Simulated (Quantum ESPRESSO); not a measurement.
Equation of state of rutile-structure ZnF2 (space group 136): energy against volume (Quantum ESPRESSO, PBEsol)

```yaml
crystal:
  lattice:
    - [4.56354, 0.00000, 0.00000]
    - [0.00000, 4.56354, 0.00000]
    - [0.00000, 0.00000, 3.03912]
  atoms:
    - { symbol: Zn, position: [0.00000, 0.00000, 0.00000] }
    - { symbol: Zn, position: [0.50000, 0.50000, 0.50000] }
    - { symbol: F, position: [0.30300, 0.30300, 0.00000] }
    - { symbol: F, position: [0.80300, 0.19700, 0.50000] }
    - { symbol: F, position: [0.19700, 0.80300, 0.50000] }
    - { symbol: F, position: [0.69700, 0.69700, 0.00000] }
```

Method of the run: PBEsol, GBRV 1.5 ultrasoft (PBESOL) pseudopotentials (plane waves; Quantum ESPRESSO). Settings: ecutwfc = 65 Ry; ecutrho = 325 Ry; occupations = smearing; smearing = fd; degauss = 0.000734986 Ry; potentials = {Zn: zn_pbesol_v1.uspp.F.UPF, F: f_pbesol_v1.4.uspp.F.UPF}; K_POINTS = automatic 7 7 11 0 0 0; conv_thr = 1e-10 Ry; mixing_beta = 0.5. The cell above is the first row's. The rows scale it uniformly. In all rows fractional positions and the k mesh are held. E is the free energy at the stated smearing, counted from the lowest row.

| V (Å^3/atom) | E (meV/atom) |
|---|---|
| 10.549 | 43.07 |
| 10.778 | 25.51 |
| 11.007 | 12.93 |
| 11.237 | 4.78 |
| 11.466 | 0.61 |
| 11.695 | 0.00 |
| 11.925 | 2.56 |
| 12.154 | 7.97 |
| 12.383 | ? |

Taking the third-order Birch-Murnaghan form, a cubic in V^(-2/3) for E over the 8 complete rows: With u = V^(-2/3) - 0.198, the rows have u = 0.009902, 0.006947, 0.004094, 0.001327, -0.001336, -0.003911, -0.006415, -0.008829. Least squares gives E = 2.247 + 1562.50·u + 254195·u² + 437137·u³. Residuals (row less fit): 0.003, -0.006, -0.004, 0.011, -0.002, 0.002, -0.009, 0.004; standard error 0.008 (degrees of freedom: 4). Its minimum lies at u = -0.003098, so V0 = (0.194902)^(-3/2) = 11.62. There d²E/du² = 500300 and d³E/du³ = 2623000, so B0 = (4/9) × 11.62^(-7/3) × 500300 × 0.160218 = 116 GPa (the last factor turns the table's units into GPa), and B0' = 4 + (2/3) × 0.194902 × (2623000)/500300 = 4.7. The program's pressures in the fitted runs (not shown) pass through zero at V = 11.61, 0.11 % from this V0.

Task: Estimate the missing E (V = 12.383); what did the run itself give?

Result: u = -0.011169, so E = 2.247 + 1562.50 × (-0.011169) + 254195 × (-0.011169)² + 437137 × (-0.011169)³ = 15.896 meV/atom. The calculation gives 15.92 meV/atom, 0.024 meV/atom above the prediction (0.1 % of the range of E in the table). The row lies outside the fitted rows, so this is an extrapolation. From the scatter of the fitted rows alone, a prediction at this place has a standard error of 0.021 meV/atom, so the miss is 1.2 times that.

Carrying the step between the two nearest rows on in a straight line would have given 13.38, off by 2.54; series whose last step already gives the withheld value aren't shown. The scan was laid around a cell of about the measured size, scaled by a guess for this functional; axis ratios and inner coordinates come from that cell. The runs keep the symmetry of the cell, so they don't test it for distortions. The shape of the cell and the inner coordinates aren't relaxed, so V0 and B0 belong to this uniform scaling; a relaxed crystal lies no higher in energy and is usually softer (forces reach 0.12 eV/Å in these rows). Cutoffs and mesh are single choices, not tested for convergence of this quantity. Series with a scatter that would blur these digits, or in which a gap closes, are not shown. Nor are scans whose minimum lies at an end fitted in this form.
